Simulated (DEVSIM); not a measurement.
Structure: Schottky contact on n-type CdTe, at 300 K.

```csv
layer (left to right),material,thickness (μm),Nd (cm⁻³),τn (s),τp (s)
1,CdTe,0.320,1.4e17,4e-8,4e-8
```

Left contact: Schottky, work function 5.24 eV, emission velocity 7.3e6 cm/s. Right contact: ohmic. Voltage is applied to the left contact. Recombination: SRH at mid-gap, radiative, Auger. Mobility is μmin + (μ − μmin)/(1 + (N/Nref)^α).

Constants are typed, rounded textbook-type inputs, not results; the design itself was drawn at random and stands for no fabricated device. Values at 300 K.

```
parameter        CdTe
-------------  ------
gap (eV)          1.5
affinity (eV)    4.28
permittivity     10.2
Nc (cm⁻³)        8e17
Nv (cm⁻³)      1.8e19
μn (cm²/Vs)      1000
μp (cm²/Vs)        80
μn,min            100
μp,min             10
Nref,n           1e17
Nref,p           1e17
αn                0.6
αp                0.6
B (cm³/s)       1e-10
Cn (cm⁶/s)      1e-30
Cp (cm⁶/s)      1e-30
```

Simulated with DEVSIM: 1D drift-diffusion, Boltzmann statistics, complete ionisation; no tunnelling, impact ionisation, image-force lowering or self-heating. Metal contacts follow the ideal Schottky-Mott rule: no Fermi-level pinning, no interface dipoles.

Base results: dark forward voltage at 1 A/cm² (V) 0.608; potential step across the device at zero bias (V) 0.915; largest field in the device at zero bias (V/cm) 210000; dark forward voltage at 100 A/cm² (V) 0.728.

Q: What follows from this one change: metal work function 5.24 → 5.34 eV?

A: dark forward voltage at 1 A/cm² 0.608 → 0.708 V; potential step across the device at zero bias 0.915 → 1.015 V; largest field in the device at zero bias little changed (220000 V/cm); dark forward voltage at 100 A/cm² 0.728 → 0.828 V.

Q: What follows from this one change: doping Nd of layer 1 1.4e+17 → 4.2e+15 cm^-3?

A: dark forward voltage at 1 A/cm² 0.608 → 0.616 V; potential step across the device at zero bias 0.915 → 0.824 V; largest field in the device at zero bias 210000 → 38000 V/cm; dark forward voltage at 100 A/cm² 0.728 → 0.747 V.
